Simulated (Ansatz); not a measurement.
Effect of isotropic strain −1.45 % on TaN

Consider TaN in the rock salt structure (space group Fm-3m, No. 225; a = 4.418 Å; relaxed with 0.1 eV smearing).

The change: an isotropic linear strain of −1.45 %, atoms relaxed at fixed cell.

The values are results of PBE (Ansatz, an electronic-structure program; PAW; 420 eV plane waves; scalar-relativistic without spin-orbit coupling), not measurements. k-mesh 22×22×22 (Γ-centred); smearing 0.1 eV (Fermi–Dirac).

```tsv
quantity	base	changed	shift
volume per atom	10.78 Å³	10.31 Å³	-0.462 Å³
space group	Fm-3m (No. 225)	Fm-3m (No. 225)	–
shortest interatomic distance	2.209 Å	2.177 Å	-0.032 Å
energy relative to the base (free energy F)	0 meV/atom	+22 meV/atom	+22 meV/atom
pressure	0.0 GPa	15.9 GPa	+15.9 GPa
band gap	zero	zero	–
```

Final structure:

```yaml
crystal:
  lattice:
    - [0.00000, 2.17674, 2.17674]
    - [2.17674, 0.00000, 2.17674]
    - [2.17674, 2.17674, 0.00000]
  atoms:
    - { symbol: N, position: [0.00000, 0.00000, 0.00000] }
    - { symbol: Ta, position: [0.50000, 0.50000, 0.50000] }
```

Whether these cells are dynamically stable was not tested. The final runs are not spin-polarised. This is not the structure that TaN has at room temperature and ambient pressure.
